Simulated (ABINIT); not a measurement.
**Short convergence ladders for CaHg (P4mm, 2 atoms in the cell)**

```
CELL_PARAMETERS angstrom
      3.77342     0.00000     0.00000
      0.00000     3.77342     0.00000
      0.00000     0.00000     3.77342
ATOMIC_POSITIONS crystal
  Ca 0.00000 0.00000 0.01325
  Hg 0.50000 0.50000 0.50000
```

Base method: PBEsol, PAW (JTH v2.0 PBE PAW, files made for PBE) (plane waves; ABINIT).

Base settings: pseudos = [Ca.GGA_PBE-JTH.xml, Hg.GGA_PBE-JTH.xml]; ecut = 21 Ha; pawecutdg = 42 Ha; pawxcdev = 0; ixc = -116133; occopt = 7; tsmear = 0.00367493 Ha; ngkpt = 4 4 4; nshiftk = 1; shiftk = 0 0 0.

The count of work is k-points × plane waves × bands × iterations; it is no time. Core times come from one kind of shared machine, to one figure; runs under 30 s give none.

**The k-point mesh**

The second cell is the first with its lattice scaled by 0.98.

Only quantities that move along the ladder and can be compared are tabulated.

| ngkpt | free energy less the last step's (meV/atom) | energy of the compressed cell less the first (meV/atom) | pressure (GPa) | largest difference of a force vector from the last step's (eV/Å) | count of work / last | core time / last (rough) |
|---|---|---|---|---|---|---|
| 2 2 2 | -83.84 | -4.76 | -1.82 | 0.033 | 0.012 | – |
| 4 4 4 | 21.60 | -2.12 | -1.47 | 0.003 | 0.082 | 0.1 |
| 5 5 5 | -1.72 | -7.77 | -1.96 | 0.002 | 0.087 | 0.1 |
| 7 7 7 | 0.69 | -4.63 | -1.72 | 0.004 | 0.16 | 0.2 |
| 9 9 9 | 1.23 | -5.10 | -1.72 | 0.000 | 0.30 | 0.3 |
| 10 10 10 | -1.18 | -5.19 | -1.75 | 0.002 | 0.61 | 0.5 |
| 13 13 13 | 0.00 | -5.56 | -1.79 | 0.000 | 1.0 | 1 |

Coarsest ngkpt that holds the energy of the compressed cell less the first within 2 meV/atom of the last step, with all finer ones: 7 7 7, at 0.16 of the last step's count of work and about 0.2 of the last step's time; the step before is off by 2.2 meV/atom.

Coarsest ngkpt that holds the forces within 0.02 eV/Å of the last step, with all finer ones: 4 4 4, at 0.082 of the last step's count of work and about 0.1 of the last step's time; the step before is off by 0.033 eV/Å.

Coarsest ngkpt that holds the free energy within 5 meV/atom of the last step, with all finer ones: 5 5 5, at 0.087 of the last step's count of work and about 0.1 of the last step's time; the step before is off by 22 meV/atom.

**The k-point mesh at a smearing width of 0.02 eV**

In this ladder: tsmear = 0.00073499 Ha.

Only quantities that move along the ladder and can be compared are tabulated.

| ngkpt | free energy less the last step's (meV/atom) | pressure (GPa) | count of work / last | core time / last (rough) |
|---|---|---|---|---|
| 3 3 3 | 323.03 | 0.79 | 0.013 | – |
| 5 5 5 | 1.86 | -2.12 | 0.038 | 0.04 |
| 7 7 7 | -0.92 | -1.73 | 0.078 | 0.07 |
| 10 10 10 | -1.98 | -1.80 | 0.25 | 0.2 |
| 12 12 12 | 2.87 | -1.74 | 0.46 | 0.4 |
| 17 17 17 | 0.00 | -1.71 | 1.0 | 1 |

Coarsest ngkpt that holds the free energy within 5 meV/atom: not settled: the last two steps still differ by 2.9 meV/atom, over half the tolerance, so the ladder does not show it.

Coarsest ngkpt that holds the pressure within 0.5 GPa of the last step, with all finer ones: 5 5 5, at 0.038 of the last step's count of work and about 0.04 of the last step's time; the step before is off by 2.5 GPa.

**The k-point mesh at a smearing width of 0.3 eV**

In this ladder: tsmear = 0.0110248 Ha.

Only quantities that move along the ladder and can be compared are tabulated.

| ngkpt | free energy less the last step's (meV/atom) | pressure (GPa) | count of work / last | core time / last (rough) |
|---|---|---|---|---|
| 3 3 3 | 260.27 | 0.38 | 0.029 | – |
| 5 5 5 | -16.90 | -1.85 | 0.086 | 0.3 |
| 10 10 10 | -3.28 | -1.65 | 0.68 | 0.9 |
| 12 12 12 | 0.00 | -1.68 | 1.0 | 1 |

Coarsest ngkpt that holds the free energy within 5 meV/atom: not settled: the last two steps still differ by 3.3 meV/atom, over half the tolerance, so the ladder does not show it.

Coarsest ngkpt that holds the pressure within 0.5 GPa of the last step, with all finer ones: 5 5 5, at 0.086 of the last step's count of work and about 0.3 of the last step's time; the step before is off by 2.1 GPa.

On the base run: the starting cell comes from a database of computed structures (which also holds hypothetical and non-ambient phases and stackings), without a prior relaxation at this level. Its lattice was rescaled by up to half a per cent. One atom was moved a little off its site on purpose. The potentials were made for another functional than the one used. Without a gap this mesh is coarse (it stands for a supercell whose shortest vector is 15 Å).
